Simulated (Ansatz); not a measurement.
# Ga2O3: response to strain

The reference is Ga₂O₃ in the corundum structure (space group R-3c, No. 167).

```
CELL_PARAMETERS angstrom
      2.50016     1.44347     4.48289
     -2.50016     1.44347     4.48289
      0.00000    -2.88694     4.48289
ATOMIC_POSITIONS crystal
  Ga 0.35570 0.35570 0.35570
  Ga 0.14430 0.14430 0.14430
  Ga 0.64430 0.64430 0.64430
  Ga 0.85570 0.85570 0.85570
  O  0.55279 0.94721 0.25000
  O  0.25000 0.55279 0.94721
  O  0.94721 0.25000 0.55279
  O  0.44721 0.05279 0.75000
  O  0.75000 0.44721 0.05279
  O  0.05279 0.75000 0.44721
```

Cartesian axes are those of the cell as printed.

Strains are applied to the cell and any free atomic positions relax; under biaxial strain the out-of-plane vector relaxes too; under stress the whole cell relaxes.

Level of theory: Ansatz (a quantum-chemistry and plane-wave program) PBEsol, no spin-orbit coupling.

Candidates:
(a) tensor shear ε_xy = +1.86 %
(b) uniaxial stress, 0.5 GPa tension along x
(c) uniaxial strain ε_yy = −1.17 %
(d) biaxial strain +2.06 %, plane normal [001], relaxed out of plane
(e) strain tensor (xx, yy, zz, yz, xz, xy) = (+0.76, +0.16, +1.56, −1.19, +0.89, +0.83) %

Notes on the quantities. energy relative to the base: free energy F.

Task: Order them by energy relative to the base, lowest first.

Result: (b) uniaxial stress, 0.5 GPa tension along x (0.0 meV/atom), (c) uniaxial strain ε_yy = −1.17 % (+1.6 meV/atom), (a) tensor shear ε_xy = +1.86 % (+4.4 meV/atom), (e) strain tensor (xx, yy, zz, yz, xz, xy) = (+0.76, +0.16, +1.56, −1.19, +0.89, +0.83) % (+7.2 meV/atom), (d) biaxial strain +2.06 %, plane normal [001], relaxed out of plane (+11 meV/atom)

Beyond what the load breaks, stability against distortions was not tested.
